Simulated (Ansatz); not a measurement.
An Ansatz (a quantum-chemistry and plane-wave program) run: a single point on ZnO with a change (biaxial strain +4.48 %, plane normal [001], relaxed out of plane), its geometry relaxed with r2SCAN; HSE06/PAW in Ansatz, no spin-orbit coupling, earlier PAW set.

Input:

Ansatz 0.2 input:
```yaml
crystal:
  lattice:
    - [3.3801765719, 0, 0]
    - [1.690088286, 2.9273187806, 0]
    - [0, 0, 4.941411456]
  atoms:
    - { symbol: Zn, position: [0.6666666667, 0.6666666667, 0.0155542336] }
    - { symbol: Zn, position: [0.3333333333, 0.3333333333, 0.5155542336] }
    - { symbol: O, position: [0.6666666667, 0.6666666667, 0.6096457664] }
    - { symbol: O, position: [0.3333333333, 0.3333333333, 0.1096457664] }
basis: { ecutwfc: 420, ecutrho_ratio: 4, xc_grid: 2, fft_grid_basis: typed }
kpoints: { mp_grid: { grid: [8, 8, 4] } }
hamiltonian:
  xc: hse06
  dispersion: none
  pseudopotentials: { azcp: { folder: ./paw }, kind: paw }
scf: { occupations: { method: fermi_dirac, width: 0.01 } }
output: { eigenvalues: true, eigenstates: { kpoints: [[0, 0, 0], [0, 0, 0.5], [0.5, 0.5, 0]] } }
```

Output (explanatory and most iteration lines left out):

```
Pseudopotential: Zn, paw, valence charge 12
Pseudopotential: O, paw, valence charge 6
Crystal: 4 atoms, lattice volume = 48.895 Å³
Basis set: ecut = 420 eV, 929 PW (Γ), exchange–correlation on 48×48×72 points (8 copies of the dense FFT grid, shifted against one another)
Bands: 22, of which v1, the nominal top of the filled ones, is band 18 counted from 1 (17 counted from 0)
Symmetry: 12 space group operations
Space group: P63mc (ITA 186), of the structure as read, at distance tolerance 3.7e-5 Å
k-points: 30 of 256 (time reversal used)
Functional: x = pbe(κ = 0.804, μ = 0.2195149727645171), c = pbe(β = 0.06672455060314922), warm-up for x = pbe(κ = 0.804, μ = 0.2195149727645171) + 0.25 (exact …
SCF iter   1: F=—  HF=-7774.508258 eV  |F-HF|=—  |Δ(HF+E_count)|=         —  Δρ=1.13e-1  dr2=3.26e0  ethr=1.00e-1  ⟨swp⟩=6.6  Hψ=2124  notcnv=0
SCF iter   2: F=—  HF=-7773.829998 eV  |F-HF|=—  |Δ(HF+E_count)|=   6.78e-1  Δρ=3.39e-2  dr2=2.72e-1  ethr=7.73e-4  ⟨swp⟩=3.2  Hψ=3316  notcnv=0  defer=5
SCF 1 stopped early in 6 iterations: F = -7773.623243 eV  dr2 = 6.95e-5
Crystal: 4 atoms, lattice volume = 48.895 Å³
Functional: x = pbe(κ = 0.804, μ = 0.2195149727645171) + 0.25 (exact − pbe) at short range (hse, ω = 0.20786987370883472 Å⁻¹), c = pbe(β = 0.06672455060314922); HSE06 as pw.x's `hse` composes it (authors' and Libxc's form: `xc: wpbeh`)
SCF iter   1: F=—  HF=-7773.365786 eV  |F-HF|=—  |Δ(HF+E_count)|=         —  Δρ=2.75e-2  dr2=1.98e-1  ethr=1.93e-6  ⟨swp⟩=9.7  Hψ=3838  notcnv=0
SCF iter   2: F=—  HF=-7773.300799 eV  |F-HF|=—  |Δ(HF+E_count)|=   6.50e-2  Δρ=7.18e-3  dr2=1.48e-2  ethr=1.93e-6  ⟨swp⟩=5.0  Hψ=3130  notcnv=0
SCF 2 stopped early in 6 iterations: F = -7773.326173 eV  dr2 = 3.71e-6
Crystal: 4 atoms, lattice volume = 48.895 Å³
SCF iter   1: F=—  HF=-7773.324886 eV  |F-HF|=—  |Δ(HF+E_count)|=         —  Δρ=1.21e-4  dr2=4.85e-6  ethr=1.69e-6  ⟨swp⟩=4.3  Hψ=1497  notcnv=0
SCF iter   2: F=—  HF=-7773.324889 eV  |F-HF|=—  |Δ(HF+E_count)|=   2.36e-6  Δρ=2.17e-5  dr2=2.83e-7  ethr=2.51e-10  ⟨swp⟩=3.8  Hψ=3721  notcnv=0  defer=17
SCF 3 converged in 3 iterations: F = -7773.324890 eV  dr2 = 5.71e-8
Free energy (F): -7773.324890 eV
Internal energy: -7773.324890 eV  (E = F + TS)
E sigma→0 (E₀):  -7773.324890 eV
Fermi energy:    6.709287 eV
```

Single points use the geometry relaxed with r2SCAN. No phonon test of stability was made. The cell was made from ZnO in the wurtzite structure (space group P6_3mc, No. 186) by this change: biaxial strain +4.48 %, plane normal [001], relaxed out of plane.
